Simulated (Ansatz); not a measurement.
## Element substitutions in ZnO

Start from ZnO in the wurtzite structure (space group P6_3mc, No. 186).

```yaml
crystal:
  lattice:
    - [3.27960, 0.00000, 0.00000]
    - [-1.63980, 2.84021, 0.00000]
    - [0.00000, 0.00000, 5.29330]
  atoms:
    - { symbol: Zn, position: [0.66667, 0.33333, 0.00215] }
    - { symbol: Zn, position: [0.33333, 0.66667, 0.50215] }
    - { symbol: O, position: [0.66667, 0.33333, 0.62305] }
    - { symbol: O, position: [0.33333, 0.66667, 0.12305] }
```

Each row replaces one element on all its sites; cell and atoms are relaxed.

Computed with PBE in Ansatz (plane waves to 420 eV, PAW, no spin-orbit coupling).

```csv
variant,band gap,shortest interatomic distance,c/a ratio
base,0.74 eV,1.999 Å,1.614
O → S,2.08 eV,2.357 Å,1.640
O → N,zero,1.970 Å,1.693
Zn → In,zero,2.263 Å,1.661
```

Stability against distortions was not tested. As relaxed here, ZnN is a hypothetical phase, not in the database extracts checked. For InO in this form, whether it has been made was not checked. All final runs are without spin polarisation. ZnN has a high density of states at the Fermi level and may be magnetic at this level.

Ansatz is a quantum-chemistry and plane-wave program.
